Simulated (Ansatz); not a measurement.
The reference is Ga$_{2}$O$_{3}$ (space group C2/m, No. 12).

```
CELL_PARAMETERS angstrom
      6.13912    -1.52368     0.00000
      6.13912     1.52368     0.00000
     -1.37772     0.00000     5.64451
ATOMIC_POSITIONS crystal
  Ga 0.09046 0.09046 0.79527
  Ga 0.90954 0.90954 0.20473
  Ga 0.65876 0.65876 0.31444
  Ga 0.34124 0.34124 0.68556
  O  0.16524 0.16524 0.10946
  O  0.83476 0.83476 0.89054
  O  0.17323 0.17323 0.56278
  O  0.82677 0.82677 0.43722
  O  0.49625 0.49625 0.25596
  O  0.50375 0.50375 0.74404
```

Cartesian axes are those of the cell as printed.

Method: PBEsol (Ansatz, a program for electronic structure; PAW; 420 eV plane waves; no SOC), earlier PAW set.

Before the change:

- Smallest direct gap: 2.25 eV

Modification: the symmetric strain tensor [-0.0195 -0.0002 -0.0022; -0.0002 0.0062 0.0104; -0.0022 0.0104 0.0048]; the atoms relax in the strained cell.

Question: What happens to the stress, smallest direct gap and energy relative to the base?

Answer: The stress (xx, yy, zz, yz, xz, xy; compression positive) is (2.99, -0.04, 0.64, -1.18, -0.17, -0.33) GPa; the smallest direct gap grows by 0.07 eV to 2.32 eV; the energy grows by 2.6 meV/atom.

Stability against distortions was not tested.
